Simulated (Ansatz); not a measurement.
Seebeck coefficient (μV/K, mean over directions) of n-type monolayer SnSe against carrier density, Ansatz (an electronic-structure program) with PBE, rigid bands. Computed gap 0.93 eV; densities at which minority carriers matter at this gap, or further valleys turn the trend, are left out. Conductivity mass 0.145 mₑ (harmonic mean over directions), N_c = 4.2e12 cm⁻² at 300 K.

```csv
electron density,300 K,500 K
1.9e9 cm⁻²,-858,-910
1.9e10 cm⁻²,-659,___
1.9e11 cm⁻²,-461,-513
5.7e11 cm⁻²,-367,-419
1.9e12 cm⁻²,-265,-316
5.7e12 cm⁻²,-174,-223
1.9e13 cm⁻²,___,-128
5.7e13 cm⁻²,-38,-69
1.9e14 cm⁻²,-34,-54
```

Q: Complete the blanks.

A: 
- 1.9e10 cm⁻², 500 K: -712
- 1.9e13 cm⁻², 300 K: -85

Rigid bands with a gap fixed in temperature, one relaxation time for all states, no polarons or phonon drag, and whether or not such doping can be reached. Spin-orbit coupling is left out.
